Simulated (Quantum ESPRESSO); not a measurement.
# Habitual settings against a tight run: AlCu (Pm-3m, 2 atoms in the cell)

Self-consistent single point.

```yaml
crystal:
  lattice:
    - [2.99961, 0.00000, 0.00000]
    - [0.00000, 2.99961, 0.00000]
    - [0.00000, 0.00000, 2.99961]
  atoms:
    - { symbol: Al, position: [0.00000, 0.00000, 0.00000] }
    - { symbol: Cu, position: [0.50000, 0.50000, 0.50000] }
```

Method of the run: PBEsol, GBRV 1.5 ultrasoft (PBESOL) pseudopotentials (plane waves; Quantum ESPRESSO 7.5).

Base settings: ecutwfc = 50 Ry; ecutrho = 400 Ry; occupations = smearing; smearing = cold; degauss = 0.0073499 Ry; potentials = {Al: al_pbesol_v1.uspp.F.UPF, Cu: cu_pbesol_v1.2.uspp.F.UPF}; K_POINTS = automatic 7 7 7 0 0 0; conv_thr = 1e-10 Ry; mixing_beta = 0.7.

Tight run (finer mesh or higher cutoff; not a proven limit): ecutwfc: 50 Ry → 70 Ry; ecutrho: 400 Ry → 560 Ry; conv_thr: 1e-10 Ry → 7.3e-11 Ry; K_POINTS: automatic 7 7 7 0 0 0 → automatic 10 10 10 0 0 0. It gave Fermi level (on the code's own zero) 12.66 eV; pressure -4.63 GPa.

Quick runs, as changes from the base:
- A: the base itself
- B: ecutwfc: 50 Ry → 30 Ry; ecutrho: 400 Ry → 240 Ry; K_POINTS: automatic 7 7 7 0 0 0 → automatic 1 1 1 1 1 1
- C: ecutwfc: 50 Ry → 25 Ry; ecutrho: 400 Ry → 200 Ry; smearing: cold → fd; degauss: 0.0073499 Ry → 0.019992 Ry; pseudopotentials: {Al: al_pbesol_v1.uspp.F.UPF, Cu: cu_pbesol_v1.2.uspp.F.UPF} → {Al: al_lda_v1.uspp.F.UPF, Cu: cu_lda_v1.2.uspp.F.UPF}; K_POINTS: automatic 7 7 7 0 0 0 → automatic 4 4 4 0 0 0 [LDA (PZ)]
- D: ecutwfc: 50 Ry → 30 Ry; ecutrho: 400 Ry → 240 Ry; conv_thr: 1e-10 Ry → 7.3e-06 Ry; pseudopotentials: {Al: al_pbesol_v1.uspp.F.UPF, Cu: cu_pbesol_v1.2.uspp.F.UPF} → {Al: al_lda_v1.uspp.F.UPF, Cu: cu_lda_v1.2.uspp.F.UPF}; K_POINTS: automatic 7 7 7 0 0 0 → automatic 3 3 3 0 0 0 [LDA (PZ)]
- E: ecutwfc: 50 Ry → 40 Ry; ecutrho: 400 Ry → 320 Ry; conv_thr: 1e-10 Ry → 7.3e-05 Ry; K_POINTS: automatic 7 7 7 0 0 0 → automatic 2 2 2 0 0 0
- F: ecutwfc: 50 Ry → 30 Ry; ecutrho: 400 Ry → 240 Ry; K_POINTS: automatic 7 7 7 0 0 0 → automatic 6 6 6 0 0 0

Energies are extrapolated to zero smearing width, which holds to low order in the width alone (under cold and Methfessel-Paxton smearing the free energy itself is taken).

Dashes: energy of C, D, another energy zero; pressure of D, E, not trusted under this conv_thr with d or f elements.

† marks runs with another functional, U, potentials or spin treatment: their distance from the tight run is not a convergence error alone.

The count of work is k-points × plane waves × bands × iterations; it is no time. 

The starting cell comes from a database of computed structures (which also holds hypothetical and non-ambient phases and stackings), without a prior relaxation at this level. Its lattice was rescaled by a random factor within 2.5 % of one. Spin polarisation is off. In the base run, with a pressure of about -5 GPa the cell is away from its equilibrium volume at this level.

```tsv
run	energy less tight (meV/atom)	pressure less tight (GPa)	count of work / tight
A	-15.4	-0.36	0.25
B	11345.7	-53.66	0.0059
C†	–	-283.92	0.037
D†	–	–	0.019
E	-81.1	–	0.021
F	499.9	-50.78	0.099
```

Among the runs at the tight run's level, the energy misses run from 15.4 to 11345.7 meV/atom.
